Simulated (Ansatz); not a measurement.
Abridged Ansatz (a first-principles code) output:

```
Pseudopotential: Sn, paw, valence charge 14
Pseudopotential: O, paw, valence charge 6
Crystal: 4 atoms, lattice volume = 64.811 Å³
Basis set: ecut = 420 eV, 1239 PW (Γ), exchange–correlation on 54×54×64 points (8 copies of the dense FFT grid, shifted against one another)
Bands: 24, of which v1, the nominal top of the filled ones, is band 20 counted from 1 (19 counted from 0)
Symmetry: 16 space group operations
k-points: 168 of 1440
Functional: x = pbesol(κ = 0.804, μ = 0.12345679012345678), c = pbesol(β = 0.046)
SCF iter   1: F=—  HF=-13022.358693 eV  |F-HF|=—  |Δ(HF+E_count)|=         —  Δρ=1.52e-2  dr2=1.24e-1  ethr=1.77e-3  ⟨swp⟩=6.1  Hψ=18583  notcnv=0
SCF iter   2: F=—  HF=-13022.329018 eV  |F-HF|=—  |Δ(HF+E_count)|=   2.97e-2  Δρ=2.69e-3  dr2=2.56e-3  ethr=3.10e-4  ⟨swp⟩=2.0  Hψ=7052  notcnv=0
SCF 1 converged in 10 iterations: F = -13022.328615 eV  dr2 = 6.91e-11
SCF converged after 10 iterations
Free energy (F): -13022.328615 eV
Internal energy: -13022.325152 eV  (E = F + TS)
E sigma→0 (E₀):  -13022.326884 eV
Entropy (-TS):   -0.003463 eV (-0.866 meV/atom)
Fermi energy:    11.015118 eV
  E_disp       = -0.934747  (pairwise vdW)
--- Forces (eV/Å), atoms counted from 1 ---
  atom   1  Sn     0.00000000     0.00000000     0.00000726
  atom   2  Sn     0.00000000     0.00000000    -0.00000726
  atom   3  O      0.00000000     0.00000000     0.00000000
  atom   4  O      0.00000000     0.00000000     0.00000000
--- Stress (GPa, compression-positive) ---
       -0.000080       0.000000       0.000000
        0.000000      -0.000080       0.000000
        0.000000       0.000000      -0.000995
  P = ⅓ Tr σ = -0.0004 GPa (-0.004 kbar)
```

Task: What was computed, and what are the main results?

Result: SnO, 4 atoms in the cell, with PBEsol-D3(BJ) in Ansatz (plane waves to 420 eV, PAW, no spin-orbit coupling). The last SCF converged to F = -13022.328615 eV, or -3255.5822 eV per atom, at a pressure of 0.00 GPa. The total energy compares only with runs of the same code, potentials and settings.

Whether these cells are dynamically stable was not tested. The final runs are not spin-polarised. The cell is SnO in the litharge type structure (space group P4/nmm, No. 129; layered, stacked along the Cartesian z axis).
